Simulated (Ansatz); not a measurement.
An Ansatz (an electronic-structure program) input (PBEsol (Ansatz; PAW; 420 eV plane waves; no spin-orbit coupling)):

Ansatz 0.2 input:
```yaml
crystal:
  lattice:
    - [-2.6936529388, 2.6936529388, 5.3183166162]
    - [2.6936529388, -2.6936529388, 5.3183166162]
    - [2.6936529388, 2.6936529388, -5.3183166162]
  atoms:
    - { symbol: Zn, position: [0.75, 0.25, 0.5] }
    - { symbol: Zn, position: [0, 0, 0] }
    - { symbol: Ge, position: [0.25, 0.75, 0.5] }
    - { symbol: Ge, position: [0.5, 0.5, 0] }
    - { symbol: P, position: [0.1266659401, 0.125, 0.5016659401] }
    - { symbol: P, position: [0.6233340599, 0.625, 0.4983340599] }
    - { symbol: P, position: [0.375, 0.8733340599, 0.9983340599] }
    - { symbol: P, position: [0.875, 0.3766659401, 0.0016659401] }
basis: { ecutwfc: 420, ecutrho_ratio: 4, xc_grid: 2, fft_grid_basis: typed }
kpoints: { mp_grid: { grid: [9, 9, 9] } }
hamiltonian:
  xc: pbesol
  dispersion: none
  pseudopotentials: { kind: paw }
scf: { occupations: { method: fermi_dirac, width: 0.05 }, convergence: { dr2_threshold: 0.0000000008 } }
relax: { f_tol: 0.005, max_steps: 50 }
output: { forces: true, stress: true }
checkpoint: { write: state.ck, write_every: 1000 }
```

### Question
Which symmetry and how many k-points will the program report, and about how many plane waves at Γ?

### Answer
Space group I-42d (ITA 122) with 8 operations, k-points 75 of 729, and 2985 plane waves at Γ.

### Question
And the final pressure?

### Answer
1.79 GPa (compression positive).

The cells carry an imposed strain or load. Stability against distortions was not tested. The cell was made from ZnGeP$_{2}$ in the chalcopyrite structure (space group I-42d, No. 122) by this change: isotropic strain −0.68 %.
